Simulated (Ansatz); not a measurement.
Take MgS in the rock salt structure (space group Fm-3m, No. 225) as the base.

```yaml
crystal:
  lattice:
    - [0.00000, 2.60157, 2.60157]
    - [2.60157, 0.00000, 2.60157]
    - [2.60157, 2.60157, 0.00000]
  atoms:
    - { symbol: S, position: [0.00000, 0.00000, 0.00000] }
    - { symbol: Mg, position: [0.50000, 0.50000, 0.50000] }
```

All numbers come from plane-wave PAW DFT at the r2SCAN level (Ansatz, a program for electronic structure, 500 eV), spin-orbit coupling left out.

Before the change:

| Item | Value |
|---|---|
| Band gap | 3.46 eV |
| Shortest interatomic distance | 2.602 Å |
| Gap character | indirect, Γ → X |

Modification: full substitution S → O; the structure is relaxed again.

Tabulated Pauling electronegativity and covalent radius: S 2.58, 1.05 Å; O 3.44, 0.66 Å.

Question: How does this affect the band gap, shortest interatomic distance and gap character?

Answer: The band gap grows by 2.22 eV, from 3.46 eV to 5.68 eV; the shortest interatomic distance drops by 0.4993 Å to 2.102 Å; the gap character changes from indirect, Γ → X to direct at Γ.

Stability against distortions was not tested.
